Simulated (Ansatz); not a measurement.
The parent structure is HfO2 in the fluorite structure (space group Fm-3m, No. 225; a = 5.0589 Å). Axes: x, y, z lie along the cube axes.

Calculations: r2SCAN in Ansatz (plane waves to 500 eV, PAW, without spin-orbit coupling), earlier PAW set.

Before the change:

| Item | Result |
|---|---|
| Pressure | 0.00 GPa |
| Band gap | 4.30 eV |
| Smallest direct gap | 4.30 eV |
| Hole mass | 0.28 mₑ along k, 2.9 mₑ across (at X) |

Modification: the cell is compressed by 4.68 % along x with no lateral relaxation; the atoms relax in the strained cell.

Task: What happens to the pressure?

Result: The pressure (mean of the normal stresses, compression positive) goes from zero to 14.46 GPa.

Task: Predict the new energy relative to the base.

Result: The energy increases by 47 meV/atom.

Task: What does the calculation give for the band gap after the change?

Result: The band gap drops by 0.45 eV to 3.85 eV.

Task: What does the calculation give for the smallest direct gap after the change?

Result: The smallest direct gap shrinks by 0.30 eV, from 4.30 eV to 4.00 eV.

Task: What does the calculation give for the hole mass after the change?

Result: The hole mass changes from 0.28 mₑ along k, 2.9 mₑ across (at X) to 0.28 mₑ along k, 2.5 mₑ across (at X).

With Hf present, leaving out spin-orbit coupling can change the band edges. Effective masses come from finite differences of ±0.01 Å⁻¹. Along k means along the line from Γ to the band edge. No phonon test of stability was made. This is not the structure that HfO2 has at room temperature and ambient pressure.

Ansatz is a program for electronic structure.
